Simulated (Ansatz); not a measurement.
PbZrO₃ (model structure, started from the LiNbO3 type, R3c, No. 161, 10 atoms in the cell), treated with PBEsol (plane waves, PAW; Ansatz, a program for electronic structure).

Numerical settings: plane-wave cutoff 520 eV, 8×8×8 k mesh, Fermi–Dirac smearing 0.01 eV, scalar-relativistic PAW data made under PBE.

Cell (relaxed with PBEsol):

```
PbZrO3
1.0
    2.92144     1.68670     4.80909
   -2.92144     1.68670     4.80909
    0.00000    -3.37339     4.80909
Pb Zr O
2 2 6
Direct
  0.71493   0.71493   0.71493
  0.21493   0.21493   0.21493
  0.98501   0.98501   0.98501
  0.48501   0.48501   0.48501
  0.79272   0.26500   0.69205
  0.26500   0.69205   0.79272
  0.69205   0.79272   0.26500
  0.29272   0.19205   0.76500
  0.19205   0.76500   0.29272
  0.76500   0.29272   0.19205
```

Give the computed band gap and direct gap at Γ.


- band gap = 2.95 eV
- direct gap at Γ = 3.94 eV

Note: the relaxation could raise the start's symmetry but not lower it, so the cell can be a saddle point.

Spin–orbit coupling is not included; with these elements it can move the gap by several tenths of an eV or more.

The computed numbers hold no vibrational or temperature effects.

Computing time: about 50 core-seconds (a rough figure).

A model structure was made by putting elements into a prototype or built by hand; it is no filed structure, need not be a known phase, and can be a saddle point held by its symmetry.
